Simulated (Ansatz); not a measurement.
The starting structures come from a database of crystals and need not be the phases stable at ambient conditions.

Tunnelling through a barrier is set by its complex band structure: the current falls as exp(−2κd) with the smallest κ.

Here is the system:

```
CELL_PARAMETERS angstrom
      4.81158     0.00000     0.00000
     -0.40802     8.70230     0.00000
      0.40802    -2.60700     3.98628
ATOMIC_POSITIONS crystal
  Bi 0.86307 0.75000 0.88119
  Bi 0.13693 0.25000 0.11881
  P  0.33212 0.75000 0.40996
  P  0.66788 0.25000 0.59004
  O  0.17468 0.58513 0.39560
  O  0.82532 0.41487 0.60440
  O  0.82532 0.08513 0.27466
  O  0.17468 0.91487 0.72534
  O  0.35334 0.25000 0.54687
  O  0.64666 0.75000 0.45313
  O  0.30711 0.75000 0.09003
  O  0.69289 0.25000 0.90997
```

Space group of this cell: P2_1/m. The cell is taken as given; by r2SCAN its mean pressure is -3.9 GPa.

Transport runs along the normal of the first two printed cell vectors.

The gap is the functional's own, uncorrected, and κ follows it; spin-orbit coupling is left out. Mid-gap values are interpolated between the computed energies.

Task: Compute, with r2SCAN (Ansatz, a program for electronic structure), the band gap and the smallest decay constant κ at mid-gap.

Result: Gap 4.20 eV on a 6×8×8 mesh; κ = 0.388 1/Å, at the zone centre.
